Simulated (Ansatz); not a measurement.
Effect of isotropic strain −1.50 % on ZrB2

Start from ZrB₂ (space group P6/mmm, No. 191; a = 3.171 Å, c = 3.542 Å; relaxed with 0.1 eV smearing).

It is then changed as follows: every lattice vector is shortened by 1.50 %; the atoms relax in the strained cell.

Calculations: PBE/PAW in Ansatz (a program for electronic structure), no spin-orbit coupling. Γ-centred 21×21×16 mesh, Fermi–Dirac width 0.1 eV.

The space group is still P6/mmm (No. 191) and the shortest interatomic distance drops by 0.052 bohr (3.460 bohr → 3.408 bohr). The energy grows by 16 meV/atom and the band gap remains zero.

Cost of the whole job for the changed cell (relaxation, final SCF and bands): around 12 core-seconds (rough).

Whether these cells are dynamically stable was not tested. The final runs are not spin-polarised.
